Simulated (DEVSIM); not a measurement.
Structure: Schottky contact on p-type InP, at 300 K.

```
layer (left to right)  material  thickness (μm)  Na (cm⁻³)  τn (s)  τp (s)
---------------------  --------  --------------  ---------  ------  ------
1                           InP            6.20     4.2e16  5.4e-8  5.4e-8
```

Left contact: Schottky, work function 5.104 eV, emission velocity 3.1e6 cm/s. Right contact: ohmic. Voltage is applied to the left contact. Recombination: SRH at mid-gap, radiative. Mobility is μmin + (μ − μmin)/(1 + (N/Nref)^α).

Constants are typed, rounded textbook-type inputs, not results; the design itself was drawn at random and stands for no fabricated device. Values at 300 K.

```csv
parameter,InP
gap (eV),1.344
affinity (eV),4.38
permittivity,12.5
Nc (cm⁻³),5.7e17
Nv (cm⁻³),1.1e19
μn (cm²/Vs),5200
μp (cm²/Vs),170
"μn,min",400
"μp,min",10
"Nref,n",3e17
"Nref,p",4.9e17
αn,0.47
αp,0.62
B (cm³/s),1.2e-10
```

Model (solved in DEVSIM): 1D drift-diffusion, Boltzmann statistics, complete ionisation; no tunnelling, impact ionisation, image-force lowering or self-heating. Metal contacts follow the ideal Schottky-Mott rule: no Fermi-level pinning, no interface dipoles.

**Question.** Tabulate band edges, carrier densities and field at 5.0 V on the left contact.

**Answer.** Energies count from the Fermi level of the right contact; mesh points crowd at the junctions.

```json
[
 {"x (μm)": "0.000", "Ec (eV)": "-4.276", "Ev (eV)": "-5.620", "n (cm⁻³)": "390000", "p (cm⁻³)": "3.3e7", "field (V/cm)": "260000"},
 {"x (μm)": "0.01358", "Ec (eV)": "-3.932", "Ev (eV)": "-5.276", "n (cm⁻³)": "< 1e2", "p (cm⁻³)": "3.4e7", "field (V/cm)": "250000"},
 {"x (μm)": "0.03244", "Ec (eV)": "-3.473", "Ev (eV)": "-4.817", "n (cm⁻³)": "< 1e2", "p (cm⁻³)": "3.6e7", "field (V/cm)": "240000"},
 {"x (μm)": "0.06423", "Ec (eV)": "-2.748", "Ev (eV)": "-4.092", "n (cm⁻³)": "< 1e2", "p (cm⁻³)": "3.9e7", "field (V/cm)": "220000"},
 {"x (μm)": "0.1317", "Ec (eV)": "-1.413", "Ev (eV)": "-2.757", "n (cm⁻³)": "< 1e2", "p (cm⁻³)": "4.9e7", "field (V/cm)": "180000"},
 {"x (μm)": "0.2095", "Ec (eV)": "-0.216", "Ev (eV)": "-1.560", "n (cm⁻³)": "< 1e2", "p (cm⁻³)": "6.7e7", "field (V/cm)": "130000"},
 {"x (μm)": "0.3407", "Ec (eV)": "0.967", "Ev (eV)": "-0.377", "n (cm⁻³)": "< 1e2", "p (cm⁻³)": "5.1e12", "field (V/cm)": "50000"},
 {"x (μm)": "0.6191", "Ec (eV)": "1.200", "Ev (eV)": "-0.144", "n (cm⁻³)": "< 1e2", "p (cm⁻³)": "4.2e16", "field (V/cm)": "≈ 0"},
 {"x (μm)": "0.9403", "Ec (eV)": "1.200", "Ev (eV)": "-0.144", "n (cm⁻³)": "< 1e2", "p (cm⁻³)": "4.2e16", "field (V/cm)": "≈ 0"},
 {"x (μm)": "1.482", "Ec (eV)": "1.200", "Ev (eV)": "-0.144", "n (cm⁻³)": "< 1e2", "p (cm⁻³)": "4.2e16", "field (V/cm)": "≈ 0"},
 {"x (μm)": "2.233", "Ec (eV)": "1.200", "Ev (eV)": "-0.144", "n (cm⁻³)": "< 1e2", "p (cm⁻³)": "4.2e16", "field (V/cm)": "≈ 0"},
 {"x (μm)": "3.673", "Ec (eV)": "1.200", "Ev (eV)": "-0.144", "n (cm⁻³)": "< 1e2", "p (cm⁻³)": "4.2e16", "field (V/cm)": "≈ 0"},
 {"x (μm)": "4.590", "Ec (eV)": "1.200", "Ev (eV)": "-0.144", "n (cm⁻³)": "< 1e2", "p (cm⁻³)": "4.2e16", "field (V/cm)": "≈ 0"},
 {"x (μm)": "5.134", "Ec (eV)": "1.200", "Ev (eV)": "-0.144", "n (cm⁻³)": "< 1e2", "p (cm⁻³)": "4.2e16", "field (V/cm)": "≈ 0"},
 {"x (μm)": "5.606", "Ec (eV)": "1.200", "Ev (eV)": "-0.144", "n (cm⁻³)": "< 1e2", "p (cm⁻³)": "4.2e16", "field (V/cm)": "≈ 0"},
 {"x (μm)": "5.828", "Ec (eV)": "1.200", "Ev (eV)": "-0.144", "n (cm⁻³)": "< 1e2", "p (cm⁻³)": "4.2e16", "field (V/cm)": "≈ 0"},
 {"x (μm)": "5.960", "Ec (eV)": "1.200", "Ev (eV)": "-0.144", "n (cm⁻³)": "< 1e2", "p (cm⁻³)": "4.2e16", "field (V/cm)": "≈ 0"},
 {"x (μm)": "6.055", "Ec (eV)": "1.200", "Ev (eV)": "-0.144", "n (cm⁻³)": "< 1e2", "p (cm⁻³)": "4.2e16", "field (V/cm)": "≈ 0"},
 {"x (μm)": "6.128", "Ec (eV)": "1.200", "Ev (eV)": "-0.144", "n (cm⁻³)": "< 1e2", "p (cm⁻³)": "4.2e16", "field (V/cm)": "≈ 0"},
 {"x (μm)": "6.160", "Ec (eV)": "1.200", "Ev (eV)": "-0.144", "n (cm⁻³)": "< 1e2", "p (cm⁻³)": "4.2e16", "field (V/cm)": "≈ 0"},
 {"x (μm)": "6.183", "Ec (eV)": "1.200", "Ev (eV)": "-0.144", "n (cm⁻³)": "< 1e2", "p (cm⁻³)": "4.2e16", "field (V/cm)": "≈ 0"},
 {"x (μm)": "6.200", "Ec (eV)": "1.200", "Ev (eV)": "-0.144", "n (cm⁻³)": "< 1e2", "p (cm⁻³)": "4.2e16", "field (V/cm)": "≈ 0"}
]
```
